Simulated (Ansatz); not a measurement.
Ansatz (an electronic-structure program) is run on Ti3Pt (P1, 8 atoms in the cell), and the run fails. The aim is a self-consistent single point with DFT, LDA (PW92), plane waves, default PAW files made with PBE.

Input as run:

Ansatz 0.2 input:
```yaml
crystal:
  lattice:
    - [5.030000, 0.000000, 0.000000]
    - [0.000000, 5.030000, 0.000000]
    - [0.000000, 0.000000, 5.030000]
  atoms:
    - { symbol: Ti, position: [0.267565, 0.016270, 0.483653] }
    - { symbol: Ti, position: [0.503401, 0.769308, 0.007514] }
    - { symbol: Ti, position: [0.743416, 0.001027, 0.521337] }
    - { symbol: Ti, position: [0.516963, 0.254957, 0.008816] }
    - { symbol: Ti, position: [-0.020980, 0.481497, 0.748328] }
    - { symbol: Ti, position: [-0.006888, 0.493701, 0.268806] }
    - { symbol: Pt, position: [0.003276, -0.011252, -0.025092] }
    - { symbol: Pt, position: [0.493247, 0.494491, 0.486638] }
kpoints:
  mp_grid:
    grid: [4, 4, 4]
hamiltonian:
  xc: lda
  pseudopotentials:
    kind: paw
scf:
  occupations:
    method: fermi_dirac
    width: 0.1
  max_iter: 4
output:
  forces: true
  eigenvalues: true
  stress: true
```

Log, with long lists cut:

```
SCF iter   1: F=—  HF=-39196.960687 eV  |F-HF|=—  |Δ(HF+E_count)|=         —  Δρ=8.48e-3  dr2=8.19e-2  ethr=1.77e-3  ⟨swp⟩=5.4  Hψ=7492  notcnv=0
all-band conjugate gradients solve this SCF's bands
preconditioner: auto → Kerker (q_TF=auto, 2.655 Å⁻¹)
SCF iter   2: F=—  HF=-39196.954886 eV  |F-HF|=—  |Δ(HF+E_count)|=   5.80e-3  Δρ=4.50e-3  dr2=2.16e-2  ethr=7.58e-5  ⟨swp⟩=5.9  Hψ=12040  notcnv=0
SCF iter   3: F=—  HF=-39196.952120 eV  |F-HF|=—  |Δ(HF+E_count)|=   2.77e-3  Δρ=8.25e-4  dr2=7.63e-4  ethr=2.00e-5  ⟨swp⟩=4.6  Hψ=11489  notcnv=0
SCF iter   4: F=—  HF=-39196.952001 eV  |F-HF|=—  |Δ(HF+E_count)|=   1.19e-4  Δρ=2.61e-4  dr2=8.54e-5  ethr=7.07e-7  ⟨swp⟩=3.0  Hψ=10409  notcnv=0
Error: did not converge after 4 iterations: dr2 = 8.54e-5 (threshold 1.00e-7), under the density mixer `msr1`, which `scf.mixing.algorithm: auto` chose by the deck's other keys (type `scf.mixing.algorithm: msr1` to keep it); raise `scf.max_iter`, which need not help a stalled SCF, or adjust the mixing (`scf.mixing`) or, under a smearing, its width (`scf.occupations.width`, in either direction: another width is another result) — the other mixer that `auto` picks from is left to try (`scf.mixing.algorithm: broyden`); it can need more iterations, either can converge an SCF that the other leaves open, and the two can end on different states; the input reference at [...]
```

What caused this, and what should be changed?

The fault is an iteration limit that is too low. The loop is cut before its threshold is met, so whatever is printed at the end is not self-consistent. To fix it, raise the limit, or leave it to the default. The run ended unconverged after 4 iterations.

An input that runs soundly differs in these lines (not the only fix; some lines may just follow from the change or write a value another way):
```diff
-  max_iter: 4
```

With that input, the run converged in 7 iterations: free energy E − TS (on the zero of these files) -39196.9520 eV; Fermi level (on the code's own zero) 16.10 eV; pressure -7.58 GPa; largest force (vector length) 1.295 eV/Å (DFT, LDA (PW92), plane waves, default PAW files made with PBE).

On the sound input: the starting cell comes from a database of published, mostly measured structures (it also holds non-ambient and calculated ones), without a prior relaxation at this level. Its atoms were displaced at random from the sites of space group no. 223. Spin polarisation is off. With a pressure of about -8 GPa the cell is away from its equilibrium volume at this level. Forces in this geometry exceed 1 eV/Å. Ansatz's pressure includes its estimate of the finite-basis (Pulay) stress.
